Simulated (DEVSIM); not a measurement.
Device: Pd/SiO2/p-Si capacitor, at 250 K.

```tsv
layer (left to right)	material	thickness (nm)	Na (cm⁻³)
1	SiO2	11.0	-
2	Si	1700	1.1e17
```

Metal gate on the left, work function 5.2 eV. Fixed charge at the semiconductor interface 2.2e10 cm⁻² (in units of +e); no interface traps.

The device is made up for the run: typed textbook-type constants, with dimensions and the other settings drawn at random. Values at 300 K; Nc and Nv go as T^1.5, mobilities as T to minus their exponent, the gap by Varshni's rule with the affinity fixed.

| parameter | SiO2 | Si |
|---|---|---|
| gap (eV) | 9 | 1.124 |
| affinity (eV) | 0.9 | 4.05 |
| permittivity | 3.9 | 11.7 |
| Nc (cm⁻³) | - | 2.86e19 |
| Nv (cm⁻³) | - | 3.1e19 |
| Varshni α (eV/K) | - | 0.000473 |
| Varshni β (K) | - | 636 |

DEVSIM, 1D Poisson equation in equilibrium, Boltzmann statistics, complete ionisation; no quantum confinement or tunnelling. Metal contacts follow the ideal Schottky-Mott rule: no Fermi-level pinning, no interface dipoles.

The gate work function was swept, all else fixed.

```tsv
gate work function (eV)	flat-band voltage (V)	threshold voltage (band bending 2φF) (V)
4.9	-0.18	1.30
5.05	-0.03	1.45
5.2	0.12	1.60
5.35	0.27	1.75
5.5	0.42	1.90
```

From the first row to the last the flat-band voltage goes from -0.18 to 0.42. From the first row to the last the threshold voltage (band bending 2φF) goes from 1.30 to 1.90.
